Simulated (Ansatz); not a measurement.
# Convergence series on Bi2Te3 (R-3m, 5 atoms in the cell)

```
Bi2Te3
1.0
    2.19979     1.27005    10.70727
   -2.19979     1.27005    10.70727
    0.00000    -2.54010    10.70727
Bi Te
2 3
Cartesian
  0.00000   0.00000  19.37492
  0.00000   0.00000  12.74690
  0.00000   0.00000  25.15758
  0.00000   0.00000   6.96424
  0.00000   0.00000   0.00000
```

Computed with HSE06, PAW files made with PBE (plane waves; Ansatz, an electronic-structure program).

The starting cell comes from a database of computed structures (which also holds hypothetical and non-ambient phases and stackings), without a prior relaxation at this level. Its lattice was rescaled by a random factor within 2.5 % of one. Spin-orbit coupling is off. Ansatz's pressure includes its estimate of the finite-basis (Pulay) stress.

Held fixed: basis.ecutwfc = 30.9 Ry; hamiltonian.xc = hse06; hamiltonian.pseudopotentials = {kind: paw} (the program's default PAW files); scf.occupations.method = gaussian; scf.occupations.width = 0.0037 Ry.

ΔF is the free energy per atom less that of the last row (4 4 4).

```
kpoints.mp_grid.grid  ΔF (meV/atom)  pressure (GPa)  largest force (eV/Å)  gap on the mesh (eV)  k-points  iterations
--------------------  -------------  --------------  --------------------  --------------------  --------  ----------
1 1 1                        3628.1           23.63                 1.830                 1.201         1          28
2 2 2                         208.3            1.60                 0.853                 1.073         4          21
3 3 3                           4.1           -0.24                 0.259                 1.042         6          22
4 4 4                          0.00           -0.27                 0.104                 1.025        13          21
```

Largest force within 0.01 eV/Å of the last row: only the last setting itself: the one before it still differs by 0.16 eV/Å, so the series does not show convergence to this tolerance.

Pressure within 0.2 GPa of the last row: from kpoints.mp_grid.grid = 3 3 3 on; the one before it is off by 1.9 GPa. Only the last setting checks this, so the series should go further.

Gaps are taken between levels on the mesh.

Keys are those of Ansatz 0.2.
